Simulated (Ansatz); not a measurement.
We consider C (R-3m, No. 166, 4 atoms in the cell; start COD 1000065; another form than the element's usual one), described by LDA in Ansatz (PAW).

Run with plane-wave cutoff 520 eV, 16×16×16 k mesh, Fermi–Dirac smearing 0.01 eV, scalar-relativistic PAW data made under PBE.

Cell (relaxed at this level):

```
CELL_PARAMETERS angstrom
      1.22225     0.70566    11.05604
     -1.22225     0.70566    11.05604
      0.00000    -1.41133    11.05604
ATOMIC_POSITIONS crystal
  C  0.05024 0.05024 0.05024
  C  0.94976 0.94976 0.94976
  C  0.28308 0.28308 0.28308
  C  0.71692 0.71692 0.71692
```

**Question.** Predict the band gap and Γ–Γ gap.

**Answer.** 
- band gap: 0.87 eV (on the SCF k mesh)
- Γ–Γ gap: 6.14 eV

Note: the relaxation could not lower the start's symmetry, so the cell can be a saddle point above a distorted one.

Ansatz is a first-principles code.
